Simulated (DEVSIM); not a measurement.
Structure: Ti/SiO2/p-Ge capacitor, at 250 K.

| layer (left to right) | material | thickness (nm) | Na (cm⁻³) |
|---|---|---|---|
| 1 | SiO2 | 22.0 | - |
| 2 | Ge | 1100 | 2.8e17 |

Metal gate on the left, work function 4.33 eV. Fixed charge at the semiconductor interface 0 cm⁻² (in units of +e); no interface traps.

Constants are typed, rounded textbook-type inputs, not results; the design itself was drawn at random and stands for no fabricated device. Values at 300 K; Nc and Nv go as T^1.5, mobilities as T to minus their exponent, the gap by Varshni's rule with the affinity fixed.

| parameter | SiO2 | Ge |
|---|---|---|
| gap (eV) | 9 | 0.664 |
| affinity (eV) | 0.9 | 4 |
| permittivity | 3.9 | 16 |
| Nc (cm⁻³) | - | 1.04e19 |
| Nv (cm⁻³) | - | 6e18 |
| Varshni α (eV/K) | - | 0.000477 |
| Varshni β (K) | - | 235 |

Simulated with DEVSIM: 1D Poisson equation in equilibrium, Boltzmann statistics, complete ionisation; no quantum confinement or tunnelling. Metal contacts follow the ideal Schottky-Mott rule: no Fermi-level pinning, no interface dipoles.

The temperature was swept, all else fixed.

| temperature (K) | minimum of the low-frequency capacitance (μF/cm²) | flat-band voltage (V) |
|---|---|---|
| 250 | 0.100 | -0.29 |
| 300 | 0.103 | -0.25 |
| 350 | 0.107 | -0.21 |
| 400 | 0.112 | -0.17 |
| 450 | 0.118 | -0.13 |
| 500 | 0.124 | -0.09 |

From the first row to the last the minimum of the low-frequency capacitance goes from 0.100 to 0.124. From the first row to the last the flat-band voltage goes from -0.29 to -0.09.
